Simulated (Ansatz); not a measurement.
## Response to strain in SnO2

Consider SnO$_{2}$ in the rutile structure (space group P4_2/mnm, No. 136).

SnO$_{2}$ is modelled in the tetragonal space group P4₂/mnm (No. 136), the rutile structure, Pearson symbol tP6. Conventional cell: a = 4.828 Å, b = 4.828 Å, c = 3.238 Å, α = 90.00°, β = 90.00°, γ = 90.00°. Sn on 2a sees 6 O at 2.089–2.093 Å (octahedral). O on 4f sees 3 Sn at 2.089–2.093 Å (trigonal planar). (Neighbours: up to the widest gap in distance over summed covalent radii, below 1.35, at either atom; cation-cation and far metal-metal contacts left out.)

Strains are applied to the cell and any free atomic positions relax.

Method: PBE (Ansatz, a quantum-chemistry and plane-wave program), without spin-orbit coupling.

Notes on the quantities. pressure: mean of the normal stresses, compression positive.

```json
[
 {"isotropic strain (%)": "-3", "pressure (GPa)": "20.2"},
 {"isotropic strain (%)": "-2.4", "pressure (GPa)": "15.4"},
 {"isotropic strain (%)": "-1.8", "pressure (GPa)": "11.0"},
 {"isotropic strain (%)": "-1.2", "pressure (GPa)": "7.0"},
 {"isotropic strain (%)": "-0.6", "pressure (GPa)": "?"},
 {"isotropic strain (%)": "0", "pressure (GPa)": "0.0"}
]
```

Fit P = P₀ − Bδ + Cδ² with δ = (1 + ε)³ − 1 to the rows shown and predict the withheld row.

Least squares on the printed values gives P₀ = 0.0 GPa, B = 171 GPa (at held cell shape), C = 684 GPa (largest residual 0.0 GPa); this predicts 3.3 GPa, and the run gives 3.3 GPa, in agreement.

No phonon test of stability was made.
